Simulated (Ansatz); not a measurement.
# Habitual settings against a tight run: Hf3AlN (Cmcm, 10 atoms in the cell)

Self-consistent single point.

```xyz
10
Lattice="1.6692 -5.7228 0.0000 1.6692 5.7228 0.0000 0.0000 0.0000 8.9331" Properties=species:S:1:pos:R:3 pbc="T T T"
Hf     1.6692    -1.4675     8.5583
Hf     1.6692     1.4675     0.3748
Hf     1.6692     1.4675     4.0917
Hf     1.6692    -1.4675     4.8414
Hf     1.6692    -5.2281     6.6998
Hf     1.6692     5.2281     2.2333
Al     1.6692     2.8281     6.6998
Al     1.6692    -2.8281     2.2333
N      0.0000     0.0000     0.0000
N      0.0000     0.0000     4.4666
```

Method of the run: PBEsol, default PAW files made with PBE (plane waves; Ansatz, a quantum-chemistry and plane-wave program).

Base settings: basis.ecutwfc = 420 eV; kpoints.mp_grid.grid = 8 8 3; hamiltonian.xc = pbesol; hamiltonian.pseudopotentials = {kind: paw} (the program's default PAW files); scf.occupations.method = fermi_dirac; scf.occupations.width = 0.1 eV.

Tight run (finer mesh or higher cutoff; not a proven limit): basis.ecutwfc: 420 eV → 590 eV; kpoints.mp_grid.grid: 8 8 3 → 11 11 5; scf.convergence.dr2_threshold: default (1e-07 eV) → 1e-09 eV. It gave Fermi level (on the code's own zero) 17.74 eV; pressure -6.76 GPa; largest force (vector length) 0.274 eV/Å.

Quick runs, as changes from the base:
- A: the base itself
- B: basis.ecutwfc: 420 eV → 335 eV; kpoints.mp_grid.grid: 8 8 3 → 2 2 2; hamiltonian.xc: pbesol → lda; kpoints.mp_grid.shift: default → 0.5 0.5 0.5; scf.convergence.dr2_threshold: default (1e-07 eV) → 0.001 eV [LDA (PW92)]
- C: basis.ecutwfc: 420 eV → 250 eV; kpoints.mp_grid.grid: 8 8 3 → 6 6 6; kpoints.mp_grid.shift: default → 0.5 0.5 0.5; scf.convergence.dr2_threshold: default (1e-07 eV) → 0.0001 eV
- D: basis.ecutwfc: 420 eV → 295 eV; kpoints.mp_grid.grid: 8 8 3 → 8 8 8; hamiltonian.xc: pbesol → lda; scf.occupations.width: 0.1 eV → 0.136 eV [LDA (PW92)]
- E: basis.ecutwfc: 420 eV → 250 eV; kpoints.mp_grid.grid: 8 8 3 → 3 3 3; kpoints.mp_grid.shift: default → 0.5 0.5 0.5; scf.convergence.dr2_threshold: default (1e-07 eV) → 0.001 eV
- F: basis.ecutwfc: 420 eV → 210 eV; kpoints.mp_grid.grid: 8 8 3 → 8 8 8; scf.occupations.method: fermi_dirac → cold; scf.occupations.width: 0.1 eV → 0.272 eV

Energies are extrapolated to zero smearing width, which holds to low order in the width alone.

Dashes: energy of B, D, another energy zero; time of B, C, E, under 30 s.

† marks runs with another functional, U, potentials or spin treatment: their distance from the tight run is not a convergence error alone.

The count of work is k-points × plane waves × bands × iterations; it is no time. Core times come from one kind of shared machine and are given to one figure; runs under 30 s give none.

Pressures in the table are Ansatz's without its Pulay estimate, at a fixed set of plane waves; the tight run's value above holds the estimate.

The starting cell comes from a database of computed structures (which also holds hypothetical and non-ambient phases and stackings), without a prior relaxation at this level. Its lattice was rescaled by a random factor within 2.5 % of one. In the base run, with a pressure of about -7 GPa the cell is away from its equilibrium volume at this level.

| run | energy less tight (meV/atom) | pressure less tight (GPa) | largest miss in a force vector (eV/Å) | count of work / tight | core time / tight (rough) |
|---|---|---|---|---|---|
| A | 1.6 | -0.14 | 0.029 | 0.17 | 0.4 |
| B† | – | -7.57 | 0.360 | 0.0042 | – |
| C | 804.9 | -44.75 | 0.081 | 0.059 | – |
| D† | – | -15.06 | 0.204 | 0.25 | 0.3 |
| E | 758.1 | -45.10 | 0.094 | 0.011 | – |
| F | 3008.0 | -126.66 | 0.162 | 0.16 | 0.2 |

Among the runs at the tight run's level, the energy misses run from 1.6 to 3008.0 meV/atom.

Keys are those of Ansatz 0.2.
